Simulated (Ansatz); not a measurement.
# ZnS, alloy series

The reference is ZnS in the zinc blende structure (space group F-43m, No. 216; a = 5.389 Å).

The other end (x = 1) is ZnSe in the zinc blende structure (space group F-43m, No. 216): 22.73 Å³/atom, gap 1.87 eV.

Se replaces a fraction x of S; each row is one arrangement (x, atoms in the cell, starting space group or random), fully relaxed.

Computed with Kohn–Sham DFT with the r2SCAN functional, run in Ansatz (a program for electronic structure) with PAW and 500 eV plane waves, scalar-relativistic without spin-orbit coupling.

| change | mixing energy | shortest interatomic distance |
|---|---|---|
| base | – | 2.334 Å |
| x(Se) = 0.25, 8 atoms, Amm2 | +9 meV/atom | 2.326 Å |
| x(Se) = 0.5, 8 atoms, P-4m2 | +9 meV/atom | 2.351 Å |
| x(Se) = 0.75, 8 atoms, Amm2 | +9 meV/atom | 2.356 Å |
| x(Se) = 0.75, 8 atoms, P-43m | +7 meV/atom | 2.360 Å |

Each cell is one ordered arrangement of few atoms, which overstates ordering effects compared with a random alloy. Stability against distortions was not tested.
